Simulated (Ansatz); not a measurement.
We consider ErAg2 (I4/mmm, No. 139), described by r²SCAN (plane waves, PAW; Ansatz, a first-principles code).

Run with plane-wave cutoff 500 eV, 22×22×22 k mesh, Fermi–Dirac smearing 0.1 eV, spin-polarised start, scalar-relativistic PAW data made under PBE.

Computed at the level's own relaxed cell.

Problem. What does this level give for the equilibrium volume per atom, equilibrium lattice constant a and lattice parameter c?

Solution. 
- equilibrium volume per atom = 20.92 Å³/atom
- equilibrium lattice constant a = 3.685 Å
- lattice parameter c = 9.244 Å

Note: the magnetic order was assumed, not searched for or taken from measurement; the 4f shell is treated without U or exact exchange, so its levels and filling can be wrong.

Spin–orbit coupling is not included.

Computed values are for the static lattice.

The result took very roughly 40 core-minutes.
